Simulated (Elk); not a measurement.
## A self-consistent single point of CdSe (F-43m, 2 atoms in the cell) with Elk

Method of the run: PBE, all-electron FP-LAPW, Elk's shipped species files, APW+lo basis with extra local orbitals in Elk.

Input as run:

```
tasks
  0

xctype
  20

rgkmax
  7.5

gmaxvr
  16.0

nxlo
  2

lorbcnd
  .true.

rmtscf
  0.93

lmaxi
  2

stype
  0

swidth
  0.0001

maxscl
  100

scale
  8.129737089

avec
    0.0000000000    0.7071067812    0.7071067812
    0.7071067812    0.0000000000    0.7071067812
    0.7071067812    0.7071067812    0.0000000000

atoms
  2
  'Cd.in'
  1
  0.0000000000  0.0000000000  0.0000000000    0.0 0.0 0.0
  'Se.in'
  1
  0.7500000000  0.7500000000  0.7500000000    0.0 0.0 0.0

ngridk
  6 6 6
```

Log, with long lists cut:

```
│ Elk code version 10.2.4 │

All units are atomic (Hartree, Bohr, etc.)

│ Ground-state run starting from atomic densities │

Lattice vectors :
   0.000000000       5.748592225       5.748592225
   5.748592225       0.000000000       5.748592225
   5.748592225       5.748592225       0.000000000

Unit cell volume      :    379.9395510
Brillouin zone volume :   0.6528675753

Muffin-tin inner radius fraction :   0.1000000000E-01

Nuclei treated as point charges

Species :    1 (Cd)
 parameters loaded from : Cd.in
 name : cadmium
 nuclear charge    :   -48.00000000
 electronic charge :    48.00000000
 atomic mass :    204912.7175
 muffin-tin radius :    2.418000000
 number of radial points in muffin-tin :    597
 atomic positions (lattice), magnetic fields (Cartesian) :
   1 :   0.00000000  0.00000000  0.00000000    0.00000000  0.00000000  0.00000000

Species :    2 (Se)
 parameters loaded from : Se.in
 name : selenium
 nuclear charge    :   -34.00000000
 electronic charge :    34.00000000
 atomic mass :    143935.2748
 muffin-tin radius :    2.232000000
 number of radial points in muffin-tin :    497
 atomic positions (lattice), magnetic fields (Cartesian) :
   1 :   0.75000000  0.75000000  0.75000000    0.00000000  0.00000000  0.00000000

Total number of atoms per unit cell :    2

Spin treatment :
 spin-unpolarised

Number of Bravais lattice symmetries :   48
Number of crystal symmetries         :   24
Crystal has no inversion symmetry
Complex Hermitian eigensolver will be used

k-point grid :      6     6     6
k-point offset :    0.000000000       0.000000000       0.000000000
k-point set is reduced with full crystal symmetry group
Total number of k-points :       22

Muffin-tin radius times maximum |G+k| :    7.500000000
 using average radius
Maximum |G+k| for APW functions       :    3.225806452
Maximum (1/2)|G+k|²                   :    5.202913632
Maximum |G| for potential and density :    16.00000000
 potential will be trimmed for |G| > 2 gkmax
Constant for pseudocharge density :   10
Radial integration step length :    4

G-vector grid sizes :     42    42    42
Number of G-vectors :    26301

Maximum angular momentum used for
 APW functions                      :    8
 outer part of muffin-tin           :    6
 inner part of muffin-tin           :    2

Total nuclear charge    :   -82.00000000
Total core charge       :    48.00000000
Total valence charge    :    34.00000000
Total excess charge     :    0.000000000
Total electronic charge :    82.00000000

Effective Wigner radius, rₛ :    1.034198764

Number of empty states         :    8
Total number of valence states :   25
Total number of core states    :   48

Conduction state local-orbitals added automatically
Total number of local-orbitals :  162

Exchange-correlation functional :     20     0     0
 Perdew-Burke-Ernzerhof, Phys. Rev. Lett. 77, 3865 (1996)
 gradient requirement :    1
 generalised gradient approximation (GGA)

Smearing type :    0
 Gaussian
Smearing width :   0.1000000000E-03
Effective electronic temperature (K) :    31.57750248

Mixing type :    3
 Broyden mixing, J. Phys. A: Math. Gen. 17, L317 (1984)

Kohn-Sham potential initialised from atomic data

│ Self-consistent loop started │
│ Loop number : 1 │
 total energy                :     -8031.63376718
│ Loop number : 2 │
 total energy                :     -8031.64755790
RMS change in Kohn-Sham potential (target) :   0.1524430560     (  0.1000000000E-05)
Absolute change in total energy (target)   :   0.1379072818E-01 (  0.1000000000E-03)
│ Loop number : 3 │
 total energy                :     -8031.48618509
RMS change in Kohn-Sham potential (target) :   0.1472153940     (  0.1000000000E-05)
Absolute change in total energy (target)   :   0.1579251360     (  0.1000000000E-03)
│ Loop number : 4 │
 total energy                :     -8029.22243285
RMS change in Kohn-Sham potential (target) :   0.8366378817E-01 (  0.1000000000E-05)
Absolute change in total energy (target)   :    2.303233517     (  0.1000000000E-03)
│ Loop number : 5 │
 total energy                :     -8027.41962268
RMS change in Kohn-Sham potential (target) :   0.3084860889E-01 (  0.1000000000E-05)
Absolute change in total energy (target)   :    2.378618548     (  0.1000000000E-03)
│ Loop number : 6 │
 total energy                :     -8026.73157097
RMS change in Kohn-Sham potential (target) :   0.8735836001E-02 (  0.1000000000E-05)
Absolute change in total energy (target)   :    1.282706355     (  0.1000000000E-03)
│ Loop number : 7 │
 total energy                :     -8026.47842204
RMS change in Kohn-Sham potential (target) :   0.5005214750E-03 (  0.1000000000E-05)
Absolute change in total energy (target)   :   0.5738255187     (  0.1000000000E-03)
│ Loop number : 8 │
 total energy                :     -8026.47578431
RMS change in Kohn-Sham potential (target) :   0.1569495450E-03 (  0.1000000000E-05)
Absolute change in total energy (target)   :   0.1460941027     (  0.1000000000E-03)
│ Loop number : 9 │
 total energy                :     -8026.47183501
RMS change in Kohn-Sham potential (target) :   0.6806450820E-04 (  0.1000000000E-05)
Absolute change in total energy (target)   :   0.4047282532E-01 (  0.1000000000E-03)
│ Loop number : 10 │
 total energy                :     -8026.46988223
RMS change in Kohn-Sham potential (target) :   0.2986558071E-04 (  0.1000000000E-05)
Absolute change in total energy (target)   :   0.1207099023E-01 (  0.1000000000E-03)
│ Loop number : 11 │
 total energy                :     -8026.46720638
RMS change in Kohn-Sham potential (target) :   0.1417296376E-04 (  0.1000000000E-05)
Absolute change in total energy (target)   :   0.5693595002E-02 (  0.1000000000E-03)
│ Loop number : 12 │
 total energy                :     -8026.46686800
RMS change in Kohn-Sham potential (target) :   0.2711094094E-05 (  0.1000000000E-05)
Absolute change in total energy (target)   :   0.1761776256E-02 (  0.1000000000E-03)
│ Loop number : 13 │
 total energy                :     -8026.46691056
RMS change in Kohn-Sham potential (target) :   0.1007072751E-05 (  0.1000000000E-05)
Absolute change in total energy (target)   :   0.3978876639E-03 (  0.1000000000E-03)
│ Loop number : 14 │
 total energy                :     -8026.46692047
RMS change in Kohn-Sham potential (target) :   0.2599804309E-06 (  0.1000000000E-05)
Absolute change in total energy (target)   :   0.8956137481E-04 (  0.1000000000E-03)
Convergence targets achieved

│ Loop number : 15 │

Energies :
 Fermi                       :     0.116015814822
 sum of eigenvalues          :     -4770.87657470
 electron kinetic            :      8355.20320823
 core electron kinetic       :      7961.34652012
 Coulomb                     :     -16138.6863779
 Coulomb potential           :     -12809.5223167
 nuclear-nuclear             :     -693.767738779
 electron-nuclear            :     -18080.3149615
 Hartree                     :      2635.39632244
 Madelung                    :     -9733.92521955
 xc potential                :     -316.557466260
 exchange                    :     -238.787597385
 correlation                 :     -4.19615413018
 total energy                :     -8026.46692117

Density of states at Fermi energy :   0.8412779517E-05
 (states/Hartree/unit cell)

Estimated indirect band gap :   0.2095045776E-01
 from k-point      1 to k-point      1
Estimated direct band gap   :   0.2095045776E-01
 at k-point      1

Charges :
 core                        :    48.00000000
 valence                     :    34.00000000
 interstitial                :    3.727051738
 muffin-tins (core leakage)
  species :    1 (Cd)
   atom    1                 :    46.25855396     (  0.6529894288E-03)
  species :    2 (Se)
   atom    1                 :    32.01439430     (  0.1749780827E-03)
 total in muffin-tins        :    78.27294826
 total calculated charge     :    81.99056579
 total charge                :    82.00000000
 error                       :   0.9434206061E-02

│ Self-consistent loop stopped │
```

The run converged in 15 iterations. The count includes the last loop, which Elk runs after its targets are met.

The starting cell comes from a database of computed structures (which also holds hypothetical and non-ambient phases and stackings), without a prior relaxation at this level. Its lattice was rescaled by a random factor within 2.5 % of one. Values depend on the basis (sphere radii, cutoffs, local orbitals), which need not be converged.
